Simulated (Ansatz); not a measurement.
Take Sc in the hcp (Mg type) structure (space group P6_3/mmc, No. 194; a = 3.329 Å, c = 5.192 Å) as the base.

The values are results of DFT with r2SCAN, PAW potentials and a 500 eV plane-wave cutoff in Ansatz (a first-principles code), no spin-orbit coupling, not measurements.

One change was made to it. Results:

```tsv
quantity	base	after
shortest interatomic distance	3.230 Å	2.818 Å
c/a ratio	1.559	1.653
```

**Question.** Which of these changes matches the shifts?
A) Sc → Ta
B) Sc → Zr
C) Sc → Al

**Answer.** C, Sc → Al. For comparison, the shortest interatomic distance in the other runs: Sc → Zr gives 3.185 Å; Sc → Ta gives 2.887 Å.

No phonon test of stability was made. For Al and Ta in this form, whether it has been made was not checked. The final runs are not spin-polarised. This is not the structure that Al has at room temperature and ambient pressure. This is not the structure that Ta has at room temperature and ambient pressure.
